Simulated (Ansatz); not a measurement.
# HfN: Hf → Gd

Start from HfN in the rock salt structure (space group Fm-3m, No. 225; a = 4.525 Å).

One thing is altered: Gd takes the place of Hf on all its sites, then cell and atoms are relaxed.

Computed with r2SCAN (Ansatz, a first-principles code; PAW; 500 eV plane waves; scalar-relativistic without spin-orbit coupling). Settings: 11×11×11 k-points, 0.05 eV Fermi–Dirac smearing, for the changed cell.

```
quantity                           base          changed         shift
-------------------  ------------------  ---------------  ------------
density                     13.80 g/cm³       9.24 g/cm³  -4.551 g/cm³
lattice parameter a             4.525 Å          4.974 Å     +0.4484 Å
space group             Fm-3m (No. 225)  Fm-3m (No. 225)             –
band gap                           zero             zero             –
magnetic state       not spin-polarised    ferromagnetic             –
largest site moment             0.00 μB          6.93 μB      +6.93 μB
```

Final structure:

```xyz
2
Lattice="0.0000 2.4869 2.4869 2.4869 0.0000 2.4869 2.4869 2.4869 0.0000" Properties=species:S:1:pos:R:3 pbc="T T T"
N      0.0000     0.0000     0.0000
Gd     2.4869     2.4869     2.4869
```

The magnetic state is the one reached from the starting moments; the real material's order can differ, and small cells can't hold many antiferromagnetic ones. The state of the 4f shell was not checked for lower solutions. Stability against distortions was not tested. Spin-polarised in the final run: GdN; the other runs are not. An odd electron count without spin: HfN.
